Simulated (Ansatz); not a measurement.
System: RuTe (model structure, Pm-3m, No. 221, 2 atoms in the cell). Method: r²SCAN in Ansatz (plane waves, PAW).

Run with plane-wave cutoff 560 eV, 16×16×16 k mesh, Fermi–Dirac smearing 0.05 eV, no spin polarisation, scalar-relativistic PAW data made under PBE.

Cell (relaxed at this level):

RuTe is modelled in the cubic space group Pm-3m (No. 221), the CsCl type structure, Pearson symbol cP2. Conventional cell: a = 3.300 Å, b = 3.300 Å, c = 3.300 Å, α = 90.00°, β = 90.00°, γ = 90.00°. Ru on 1a has 8 Te at 2.858 Å (cubic). Te on 1b sees 8 Ru at 2.858 Å and 6 Te at 3.300 Å. (Neighbours: up to the widest gap in distance over summed covalent radii, below 1.35, at either atom; cation-cation and far metal-metal contacts left out.)

Question: Estimate the bulk modulus B0 that the calculation returns.

Answer: 
* **bulk modulus B0**: 152 GPa

Note: the run has no spin polarisation, so it can have missed a magnetic state; the bulk modulus is −V dP/dV from two relaxed cells at ±2 % in volume; the relaxation could raise the start's symmetry but not lower it, so the cell can be a saddle point.

Spin–orbit coupling is not included; it can open a gap where bands touch, and shift volumes and moduli.

Computed values are for the static lattice.

The result took very roughly 40 core-seconds.

A model structure was made by putting elements into a prototype or built by hand; it is no filed structure, need not be a known phase, and can be a saddle point held by its symmetry.

Ansatz is a program for electronic structure.
